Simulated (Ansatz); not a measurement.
Start from WC (space group P-6m2, No. 187; a = 2.899 Å, c = 2.827 Å; relaxed with 0.1 eV smearing). Axes: x lies along a and z along c of the hexagonal cell.

Computed with PBEsol/PAW in Ansatz (a program for electronic structure), scalar-relativistic without spin-orbit coupling, earlier PAW set.

Strains are applied to the cell and any free atomic positions relax.

One change was made to it. Results:

| quantity | base | after |
|---|---|---|
| energy relative to the base (free energy F) | 0 meV/atom | +24 meV/atom |
| shortest interatomic distance | 2.191 Å | 2.149 Å |

Task: Which of these changes matches the shifts?
A) isotropic strain −5.57 %
B) strain tensor (xx, yy, zz, yz, xz, xy) = (+0.40, +1.19, −1.42, +1.51, −0.97, +0.84) %
C) uniaxial strain ε_xx = −2.22 %

Result: B, strain tensor (xx, yy, zz, yz, xz, xy) = (+0.40, +1.19, −1.42, +1.51, −0.97, +0.84) %. For comparison, the energy relative to the base in the other runs: isotropic strain −5.57 % gives +0.442 eV/atom; uniaxial strain ε_xx = −2.22 % gives +12 meV/atom.

Stability against distortions was not tested. The final runs are not spin-polarised.
